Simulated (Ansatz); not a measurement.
The starting structures come from a database of crystals and need not be the phases stable at ambient conditions.

 Where the default PAW files enter, the runs use the earlier of Ansatz's two default sets.

By PBEsol, the system below comes out a metal.

Without scattering a metal conducts by its projected Fermi surface.

Here is the system:

```
CELL_PARAMETERS angstrom
      3.20729     0.00000     0.00000
     -1.60365     4.08120     0.00000
      1.60365     0.00000     4.08120
ATOMIC_POSITIONS crystal
  In 0.75000 0.50000 0.50000
  Sb 0.00000 0.00000 0.00000
```

Space group of this cell: I-4m2. The cell is strained (all lengths scaled by 0.98).

The current flows along the normal of the first two printed cell vectors, the (110) plane of the conventional cell. No spin-orbit coupling; the value is a mean over 0.1 eV about the Fermi level.

Q: State the ballistic conductance per area according to PBEsol (Ansatz, a quantum-chemistry and plane-wave program).

A: 0.72 × 10¹⁵ S/m² for both spins.
